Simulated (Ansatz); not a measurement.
# Effect of isotropic strain +0.68 % on hypothetical zinc blende ScAs

The parent structure is ScAs in the zinc blende structure (space group F-43m, No. 216; a = 6.0391 Å; a hypothetical phase, not in the database extracts checked).

It is then changed as follows: the cell is scaled by 1.0068 in all directions; the atoms relax in the strained cell.

Method: PBEsol in Ansatz (plane waves to 420 eV, PAW, scalar-relativistic without spin-orbit coupling). k-mesh 10×10×10 (Γ-centred); smearing 0.05 eV (Fermi–Dirac).

The volume per atom grows by 0.57 Å³ to 28.10 Å³ and the space group is still F-43m (No. 216). The shortest interatomic distance increases by 0.018 Å (2.615 Å → 2.633 Å) and the energy rises by 2.1 meV/atom. The pressure goes from zero to -1.15 GPa and the band gap rises by 0.02 eV to 1.50 eV. The gap character is still direct at X and the mean gap deformation potential ΔEg/Δln V is +0.9 eV. The width of the top valence band falls by 0.02 eV, from 0.49 eV to 0.47 eV and the hole mass (degenerate bands, along [100]) becomes 0.52, 2.2 mₑ (at X) (base: 0.52, 2.1 mₑ (at X)). The valley order (the lowest conduction-band minima on the path, energy above the VBM, named in the base's zone) becomes X along ⟨100⟩ 1.50 eV; a point along ⟨110⟩, about 0.6 Å⁻¹ from Γ 2.45 eV; a point along ⟨111⟩, about 0.4 Å⁻¹ from Γ 2.66 eV (base: X along ⟨100⟩ 1.48 eV; a point along ⟨110⟩, about 0.6 Å⁻¹ from Γ 2.47 eV; a point along ⟨111⟩, about 0.4 Å⁻¹ from Γ 2.69 eV).

Effective masses come from finite differences of ±0.01 Å⁻¹. No phonon test of stability was made. The final runs are not spin-polarised.

Ansatz is a first-principles code.
